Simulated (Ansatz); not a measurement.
Given:

```yaml
crystal:
  lattice:
    - [-0.13961, 3.09995, 3.09995]
    - [3.09995, -0.13961, 3.09995]
    - [3.09995, 3.09995, -0.13961]
  atoms:
    - { symbol: Sn, position: [0.00000, 0.00000, 0.00000] }
    - { symbol: Te, position: [0.50000, 0.50000, 0.50000] }
```

Calculation: r2SCAN with spin-orbit coupling, rigid bands (plane waves, PAW; Ansatz, an electronic-structure program). Condition of this run: uniaxial stress along [111] of 2 GPa (compression positive) (the target of the relaxation). Geometry: cell and atoms relaxed with r2SCAN, then loaded as said.

### Question
Is this a good metal at this level?

### Answer
No. No gap is resolved, and few carriers conduct, as in a semimetal or a zero-gap semiconductor. N(E_F) = 0.071 states/eV a cell at 300 K and the Drude plasma energy along the best axis is 0.91 eV, several times under that of a simple or noble metal.
